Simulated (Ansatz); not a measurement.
Input:

End structure of a constructed model of the (111)B surface of zinc-blende AlAs, As-terminated, 2x2 As adatom at T4 (bottom of the slab: 3 H on 4 bottom sites):

```
CELL_PARAMETERS angstrom
      8.10148     0.00000     0.00000
     -4.05074     7.01609     0.00000
      0.00000     0.00000    30.50000
ATOMIC_POSITIONS crystal
  Al 0.32866 0.17134 0.31938
  Al 0.84224 0.17149 0.31900
  Al 0.32851 0.65776 0.31900
  Al 0.83229 0.66771 0.34045
  As 0.16647 0.33353 0.35040
  As 0.66202 0.32452 0.34911
  As 0.17548 0.83798 0.34911
  As 0.66127 0.83873 0.34854
  Al 0.16667 0.33333 0.43070
  Al 0.66667 0.33333 0.43070
  Al 0.16667 0.83333 0.43070
  Al 0.66667 0.83333 0.43070
  As 0.00000 0.00000 0.45781
  As 0.50000 0.00000 0.45781
  As 0.00000 0.50000 0.45781
  As 0.50000 0.50000 0.45781
  Al 0.98761 0.99343 0.53886
  Al 0.50604 0.99396 0.53894
  Al 0.99983 0.50017 0.54091
  Al 0.50657 0.51239 0.53886
  As 0.33324 0.16676 0.55119
  As 0.83376 0.16734 0.57051
  As 0.33266 0.66624 0.57051
  As 0.83372 0.66628 0.57070
  Al 0.33336 0.16664 0.62847
  Al 0.81825 0.13642 0.65417
  Al 0.36358 0.68175 0.65417
  Al 0.81822 0.68178 0.65427
  As 0.18154 0.31846 0.67022
  As 0.63697 0.31846 0.67022
  As 0.18154 0.86303 0.67022
  As 0.66659 0.83341 0.69302
  H  0.33197 0.16803 0.26725
  H  0.83768 0.17254 0.26687
  H  0.32746 0.66232 0.26687
  As 0.33334 0.16666 0.72051
```

Slab: 36 atoms, 14.0 Å thick at the start with caps and adatoms; k 3x3x1, smearing 0.025 eV, dipole-corrected; 8 atoms held, the rest relaxed; start symmetry kept, larger cells not searched; no spin, no spin-orbit, no U. In PBE it is, or lies within 0.01 eV a 1x1 cell of, the lowest of the 2 structures of its composition computed so far; subsurface sites and larger cells were not tried.

Q: Estimate the gap of the slab on its k-mesh that Ansatz (a first-principles code) with PBE returns for this input.

A: 0.81 eV

Q: What is the computed highest filled level below the top vacuum level (PBE)?

A: 5.15 eV
